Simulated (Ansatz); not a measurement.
For W3Ge (model structure, started from the D03 type, Fm-3m, No. 225, 4 atoms in the cell), PBEsol (Ansatz, a quantum-chemistry and plane-wave program, plane waves, PAW) gives:

```
Property                    Value
------------------  -------------
lattice constant a        6.257 Å
formation enthalpy  0.348 eV/atom
```

Problem. What does PBE-D3(BJ) (PAW; Ansatz) give for the same quantities?

Solution. 
- lattice constant a: 6.266 Å (rises by 0.1 %)
- formation enthalpy: 0.346 eV/atom (stays essentially unchanged)

Changes are worked out from the printed values.

Unless a cell is named, each level is at its own relaxed cell (PBEsol 15.31, PBE-D3(BJ) 15.38 Å³/atom).

Levels without +SOC leave out spin–orbit coupling, which shifts energies and cells of such heavy elements.

Ansatz's density-functional and Hartree–Fock values are scalar-relativistic unless marked +SOC, with PAW data made under PBE.

A model structure was made by putting elements into a prototype or built by hand; it is no filed structure, need not be a known phase, and can be a saddle point held by its symmetry.
